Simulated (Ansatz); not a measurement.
Take MgS in the rock salt structure (space group Fm-3m, No. 225; a = 5.2030 Å) as the base.

Level of theory: r2SCAN (Ansatz, a program for electronic structure, PAW, spin-orbit coupling left out).

Before the change:

- Electron mass: 0.53 mₑ along k, 0.31 mₑ across (at X)
- Hole mass: 0.28, 0.93, 0.93 mₑ (at Γ)
- Shortest interatomic distance: 260.2 pm
- Smallest direct gap: 4.64 eV

Now apply this change: a hydrostatic pressure of 9 GPa.

Problem. What happens to the electron mass, hole mass, mean gap deformation potential ΔEg/Δln V, shortest interatomic distance and smallest direct gap?

Solution. The electron mass becomes 0.54 mₑ along k, 0.30 mₑ across (at X) (base: 0.53 mₑ along k, 0.31 mₑ across (at X)); the hole mass (degenerate bands, along [100]) goes from 0.28, 0.93, 0.93 mₑ (at Γ) to 0.29, 0.84, 0.84 mₑ (at Γ); the mean gap deformation potential ΔEg/Δln V is -2.0 eV; the shortest interatomic distance decreases by 8.0 pm (260.2 pm → 252.2 pm); the smallest direct gap rises by 0.834 eV to 5.48 eV.

Load acts through the strain it causes; cell and atoms are relaxed under it. Effective masses come from finite differences of ±0.01 Å⁻¹. Along k means along the line from Γ to the band edge. Stability against distortions was not tested. No other phases were tried under pressure.
